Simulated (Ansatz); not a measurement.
**Response to strain in SnO2**

The parent structure is SnO₂ in the rutile structure (space group P4_2/mnm, No. 136; a = 4.722 Å, c = 3.190 Å).

Strains are applied to the cell and any free atomic positions relax.

The values are results of Ansatz (a first-principles code) LDA, without spin-orbit coupling, not measurements.

```csv
isotropic strain (%),band gap (eV)
-3,2.27
-2.4,2.03
-1.8,1.80
-1.2,?
-0.6,1.37
0,1.16
```

Problem. Fit E_g = E₀ + Dε (ε in %) to the rows shown and predict the withheld row.

Solution. Least squares on the printed values gives E₀ = 1.15 eV, D = -368 meV per % of strain (largest residual 0.01 eV); this predicts 1.59 eV, and the run gives 1.58 eV, in agreement.

Whether these cells are dynamically stable was not tested.
